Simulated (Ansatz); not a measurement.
# HfO2: strain tensor (xx, yy, zz, yz, xz, xy) = (+1.39, −0.90, −2.04, +0.77, −1.04, +1.56) %

Consider HfO2 in the fluorite structure (space group Fm-3m, No. 225; a = 5.059 Å). Axes: x, y, z lie along the cube axes.

It is then changed as follows: strain tensor (xx, yy, zz, yz, xz, xy) = (+1.39, −0.90, −2.04, +0.77, −1.04, +1.56) %; the atoms relax in the strained cell.

The values are results of Ansatz (a program for electronic structure) r2SCAN, no SOC, earlier PAW set, not measurements. Settings: 11×11×11 k-points, 0.05 eV Fermi–Dirac smearing.

```json
[
 {"quantity": "volume per atom", "base": "10.79 Å³", "changed": "10.62 Å³", "shift": "-0.17 Å³"},
 {"quantity": "space group", "base": "Fm-3m (No. 225)", "changed": "P-1 (No. 2)", "shift": "–"},
 {"quantity": "shortest interatomic distance", "base": "2.191 Å", "changed": "2.147 Å", "shift": "-0.044 Å"},
 {"quantity": "energy relative to the base (free energy F)", "base": "0 meV/atom", "changed": "+17 meV/atom", "shift": "+17 meV/atom"},
 {"quantity": "pressure (mean of the normal stresses, compression positive)", "base": "0.00 GPa", "changed": "4.71 GPa", "shift": "+4.71 GPa"},
 {"quantity": "band gap", "base": "4.30 eV", "changed": "4.08 eV", "shift": "-0.22 eV"},
 {"quantity": "gap character", "base": "–", "changed": "indirect, V → Γ", "shift": "–"},
 {"quantity": "smallest direct gap", "base": "4.30 eV", "changed": "4.14 eV", "shift": "-0.16 eV"},
 {"quantity": "electron mass", "base": "1.0 mₑ along k, 0.75 mₑ across (at X)", "changed": "0.44 mₑ along x, 0.97 mₑ along y, 1.3 mₑ along z (at Γ)", "shift": "–"},
 {"quantity": "hole mass", "base": "0.28 mₑ along k, 2.9 mₑ across (at X)", "changed": "3.0 mₑ along x, 2.5 mₑ along y, 0.28 mₑ along z (at X)", "shift": "–"},
 {"quantity": "valley order (the lowest conduction-band minima on the path, energy above the VBM, named in the base's zone)", "base": "–", "changed": "Γ 4.08 eV; X along [010] 4.13 eV; X along [001] 4.14 eV; X along [100] 4.17 eV", "shift": "–"},
 {"quantity": "largest internal atomic displacement", "base": "–", "changed": "0.017 Å", "shift": "–"},
 {"quantity": "stress (xx, yy, zz, yz, xz, xy; compression positive)", "base": "–", "changed": "(-4.87, 6.61, 12.38, -1.20, 1.60, -2.46) GPa", "shift": "–"}
]
```

Cost of the whole job for the changed cell (relaxation, final SCF and bands): roughly 5 core-minutes.

Spin-orbit coupling, missing from the scalar runs, can matter with Hf. Effective masses come from finite differences of ±0.01 Å⁻¹. Along k means along the line from Γ to the band edge. No phonon test of stability was made. This is not the structure that HfO2 has at room temperature and ambient pressure. Labels are those of the standard path for the cell's own space group.
